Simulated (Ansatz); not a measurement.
Defect: interstitial Pb in orthorhombic CsPbCl3, charge state +2. The step: several atoms move together, Cl the farthest; the atom moves 1.50 Å along (-0.16, -0.01, 0.09) of the unit cell; the moving atom starts with neighbours 2 Pb at 2.99, Pb at 3.05 Å and ends with Cs at 3.46; Pb at 2.89, Pb at 2.93, Pb at 3.06 Å. DFT values are from Ansatz (plane-wave PAW, 420 eV unless said) in a cell of 80 host sites, spin-restricted, static, with no finite-size correction. The charge state is imposed; whether it is stable for some Fermi level was not computed. Sites that were not tried may lie lower. For the PBE band: the program found a first-order saddle point.

```json
[
 {"Level": "PBE, the Γ point alone, band relaxed", "Forward barrier (eV)": "0.06", "Cost of the band or of the saddle's single point": "roughly 3 core-hours"},
 {"Level": "PBE, a 2×2×2 k-point mesh shifted by half a step, same geometries", "Forward barrier (eV)": "0.08", "Cost of the band or of the saddle's single point": "around 15 core-minutes (rough)"},
 {"Level": "r2SCAN at 500 eV, the Γ point alone, same geometries", "Forward barrier (eV)": "___", "Cost of the band or of the saddle's single point": "roughly 5 core-minutes"}
]
```

Question: Some entries are withheld; supply them.

Answer: 
- r2SCAN at 500 eV, the Γ point alone, same geometries, Forward barrier (eV): 0.02

Ansatz is an electronic-structure program.
